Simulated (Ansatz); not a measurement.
Partial pair distribution functions of a relaxed model of amorphous La6Nb12O39, broadened by 0.06 Å; density 4.97 g/cm³. All values below come from PBE, scalar-relativistic without spin-orbit coupling (plane waves to 420 eV, PAW; Ansatz, a quantum-chemistry and plane-wave program).

A CHGNet melt-quench gave the starting glass, which DFT then relaxed. O atoms were pushed apart under 1.9 Å during the dynamics, to hinder bonds among them. The hot cell started wider than the set density and was brought back towards it in steps. It is the lowest in DFT energy of 2 quenches. It is a model cell: composition and starting density were chosen by hand, and all elements were melted together. No dispersion term was used. Its density started from a set value of 5.28 and ended at 4.97 g/cm³. Cooling (nominally 360 K/ps over its main leg) ran many orders faster than in experiment, which tends to leave more defects and strain. One small periodic cell is one sample of the glass; other quenches scatter about these values. Volume and shape were free in the relaxation.

```tsv
r (Å)	g Nb-O	g La-O	g Nb-Nb	g O-O
1.60	0.01	0.00	0.00	0.00
1.70	0.60	0.00	0.00	0.00
1.80	5.23	0.00	0.00	0.00
1.90	7.62	0.00	0.00	0.00
2.00	5.11	0.00	0.00	0.00
2.10	2.90	0.01	0.00	0.00
2.20	1.22	0.43	0.00	0.00
2.30	0.85	2.28	0.00	0.00
2.40	0.56	4.31	0.00	0.04
2.50	0.21	4.63	0.00	0.49
2.60	0.08	4.02	0.00	1.55
2.70	0.00	1.92	0.00	2.23
2.80	0.00	0.83	0.00	2.90
2.90	0.00	0.31	0.00	3.11
3.00	0.02	0.17	0.00	1.97
3.10	0.16	0.09	0.10	1.70
3.20	0.18	0.62	1.05	1.55
3.30	0.33	0.62	1.11	1.14
3.40	0.45	0.39	0.60	0.72
3.50	0.81	0.97	1.63	0.78
3.60	0.78	0.59	3.27	0.48
3.70	0.58	0.45	4.51	0.58
3.80	0.90	0.77	2.36	0.98
3.90	0.91	0.84	2.02	0.82
4.00	1.40	0.98	0.62	0.70
4.10	1.82	1.11	0.59	0.81
4.20	1.45	1.14	0.45	0.65
4.30	1.25	0.87	0.53	0.50
4.40	1.38	0.92	0.42	0.58
4.50	1.33	0.67	0.11	0.87
4.60	1.48	0.81	0.46	0.94
4.70	1.41	1.33	0.74	0.88
```

Within 2.64 Å each Nb has 5.42 O neighbours on average.
